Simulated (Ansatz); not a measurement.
Given:

```
CELL_PARAMETERS angstrom
      0.00000     2.77318     2.77318
      2.77318     0.00000     2.77318
      2.77318     2.77318     0.00000
ATOMIC_POSITIONS crystal
  Ga 0.00000 0.00000 0.00000
  As 0.25000 0.25000 0.25000
```

All values below come from PBE with spin-orbit coupling, rigid bands (plane waves, PAW; Ansatz, a quantum-chemistry and plane-wave program). Condition of this run: hydrostatic pressure of 4.8 GPa (compression positive) (the target of the relaxation). Cell: cell and atoms relaxed with PBEsol, then loaded as said.

Q: Predict the hole conductivity mass (n e² τ/σ) at 300 K, by direction if it differs.

A: 0.38 mₑ.

Q: What conductivity effective mass do dilute electrons have at 300 K?

A: 0.060 mₑ.

Q: And the band gap?

A: 0.85 eV at this level; semilocal functionals usually fall short of the measured gap.

Rigid bands, one relaxation time for all states, no polarons. Geometry: cell and atoms relaxed with PBEsol.
